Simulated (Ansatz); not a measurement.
System: MoSeS (P-3m1, No. 164, 6 atoms in the cell; start mp-1221404). Method: LDA (PAW; Ansatz, an electronic-structure program).

From the output:

```
Crystal: 6 atoms, lattice volume = 110.756 Å³
Basis set: ecut = 520 eV, 2957 PW (Γ), exchange–correlation on 48×48×192 points (8 copies of the dense FFT grid, shifted against one another)
Bands: 44, of which v1, the nominal top of the filled ones, is band 36 counted from 1 (35 counted from 0)
Symmetry: 12 space group operations
Space group: P-3m1 (ITA 164), of the structure as read, at distance tolerance 4.8e-5 Å
k-points: 69 of 576
Functional: x = slater, c = lda
SCF iter   1: F=—  HF=-22196.378253 eV  |F-HF|=—  |Δ(HF+E_count)|=         —  Δρ=8.96e-3  dr2=3.21e-1
SCF iter   2: F=—  HF=-22196.353330 eV  |F-HF|=—  |Δ(HF+E_count)|=   2.49e-2  Δρ=4.08e-3  dr2=7.89e-3
  ...
SCF iter   9: F=—  HF=-22196.352799 eV  |F-HF|=—  |Δ(HF+E_count)|=   3.35e-9  Δρ=1.02e-6  dr2=1.05e-9
SCF iter  10: F=-22196.352799 eV  HF=-22196.352799 eV  |F-HF|=0.00e0  |Δ(HF+E_count)|=  5.24e-10  Δρ=2.33e-7  dr2=7.23e-11
SCF 1 converged in 10 iterations: F = -22196.352799 eV  dr2 = 7.23e-11
SCF converged after 10 iterations
Free energy (F): -22196.352799 eV
Internal energy: -22196.352799 eV  (E = F + TS)
E sigma→0 (E₀):  -22196.352799 eV
Fermi energy:    12.514053 eV
--- Forces (eV/Å), atoms counted from 1 ---
  atom   1  Mo    -0.00000000    -0.00000000    -0.00026556
  atom   2  Mo     0.00000000     0.00000000     0.00026556
  atom   3  Se     0.00000000     0.00000000    -0.00016891
  atom   4  Se     0.00000000    -0.00000000     0.00016891
  atom   5  S      0.00000000    -0.00000000     0.00096689
  atom   6  S      0.00000000     0.00000000    -0.00096689
--- Stress (GPa, compression-positive) ---
       -0.001181       0.000000      -0.000000
        0.000000      -0.001181       0.000000
       -0.000000       0.000000      -0.003131
  P = ⅓ Tr σ = -0.0018 GPa (-0.018 kbar)
```

Question: Write an input file that could have produced this run (the log leaves some choices open).

Answer: This is not unique; one that fits is 
Ansatz 0.2 input:
```yaml
crystal:
  lattice:
    - [3.189817009, 0.0, 0.0]
    - [-1.5949085045, 2.7624625632, 0.0]
    - [0.0, 0.0, 12.5690840549]
  atoms:
    - { symbol: Mo, position: [0.0, 0.0, 0.2649777271] }
    - { symbol: Mo, position: [0.0, 0.0, 0.7350222729] }
    - { symbol: Se, position: [0.6666666667, 0.3333333333, 0.8694221589] }
    - { symbol: Se, position: [0.3333333333, 0.6666666667, 0.1305778411] }
    - { symbol: S, position: [0.3333333333, 0.6666666667, 0.385591506] }
    - { symbol: S, position: [0.6666666667, 0.3333333333, 0.614408494] }
basis:
  ecutwfc: 520
  ecutrho_ratio: 4
  xc_grid: 2
kpoints:
  mp_grid: { grid: [12, 12, 4] }
  band_path:
    path:
      - [0.0, 0.0, 0.0]
      - [0.045455, 0.0, 0.0]
      - [0.090909, 0.0, 0.0]
      - [0.136364, 0.0, 0.0]
      - [0.181818, 0.0, 0.0]
      - [0.227273, 0.0, 0.0]
      - [0.272727, 0.0, 0.0]
      - [0.318182, 0.0, 0.0]
      - [0.363636, 0.0, 0.0]
      - [0.409091, 0.0, 0.0]
      - [0.454545, 0.0, 0.0]
      - [0.5, 0.0, 0.0]
      - [0.472222, 0.055556, 0.0]
      - [0.444444, 0.111111, 0.0]
      - [0.416667, 0.166667, 0.0]
      - [0.388889, 0.222222, 0.0]
      - [0.361111, 0.277778, 0.0]
      - [0.333333, 0.333333, 0.0]
      - [0.307692, 0.307692, 0.0]
      - [0.282051, 0.282051, 0.0]
      - [0.25641, 0.25641, 0.0]
      - [0.230769, 0.230769, 0.0]
      - [0.205128, 0.205128, 0.0]
      - [0.179487, 0.179487, 0.0]
      - [0.153846, 0.153846, 0.0]
      - [0.128205, 0.128205, 0.0]
      - [0.102564, 0.102564, 0.0]
      - [0.076923, 0.076923, 0.0]
      - [0.051282, 0.051282, 0.0]
      - [0.025641, 0.025641, 0.0]
      - [0.0, 0.0, 0.5]
      - [0.045455, 0.0, 0.5]
      - [0.090909, 0.0, 0.5]
      - [0.136364, 0.0, 0.5]
      - [0.181818, 0.0, 0.5]
      - [0.227273, 0.0, 0.5]
      - [0.272727, 0.0, 0.5]
      - [0.318182, 0.0, 0.5]
      - [0.363636, 0.0, 0.5]
      - [0.409091, 0.0, 0.5]
      - [0.454545, 0.0, 0.5]
      - [0.5, 0.0, 0.5]
      - [0.472222, 0.055556, 0.5]
      - [0.444444, 0.111111, 0.5]
      - [0.416667, 0.166667, 0.5]
      - [0.388889, 0.222222, 0.5]
      - [0.361111, 0.277778, 0.5]
      - [0.333333, 0.333333, 0.5]
      - [0.307692, 0.307692, 0.5]
      - [0.282051, 0.282051, 0.5]
      - [0.25641, 0.25641, 0.5]
      - [0.230769, 0.230769, 0.5]
      - [0.205128, 0.205128, 0.5]
      - [0.179487, 0.179487, 0.5]
      - [0.153846, 0.153846, 0.5]
      - [0.128205, 0.128205, 0.5]
      - [0.102564, 0.102564, 0.5]
      - [0.076923, 0.076923, 0.5]
      - [0.051282, 0.051282, 0.5]
      - [0.025641, 0.025641, 0.5]
    npoints: 1
hamiltonian:
  xc: lda
  dispersion: none
  pseudopotentials: { kind: paw }
scf:
  occupations: { method: fermi_dirac, width: 0.01 }
  convergence: { dr2_threshold: 0.0000000006 }
output:
  forces: true
  stress: true
  eigenvalues: true
  write_bands: true
```

The PAW data were made under PBE.

Note: the cell has widely spaced layers and the level no dispersion term, so their spacing and the moduli can rest on weak binding.

A start named mp-… is a Materials Project structure, which need not be a measured phase.
